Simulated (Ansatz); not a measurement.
Given:

End structure of a constructed model of the (111) surface of fcc Pd, a layer of In in place of the third plane (bottom of the slab: a bare face, its two planes held):

```xyz
6
Lattice="2.7886 0.0000 0.0000 -1.3943 2.4150 0.0000 0.0000 0.0000 27.5000" Properties=species:S:1:pos:R:3 pbc="T T T"
Pd     0.0000     1.6100     8.0398
Pd     1.3943     0.8050    10.3167
Pd     0.0000     0.0000    12.6321
In     0.0000     1.6100    14.9394
Pd     1.3943     0.8050    17.2351
Pd     0.0000     0.0000    19.5501
```

Set-up: 6 atoms, 11.4 Å thick at the start; mesh 15x15x1; 0.1 eV smearing; dipole correction on; 2 atoms held, the rest relaxed; symmetry of the start imposed; no spin, no spin-orbit, no U. In PBE it lies 0.01 eV a 1x1 cell over the lowest computed structure of the same composition (a layer of In in place of the second plane).

### Question
Predict the work function of the top face from Ansatz (a first-principles code) with PBE.

### Answer
5.30 eV
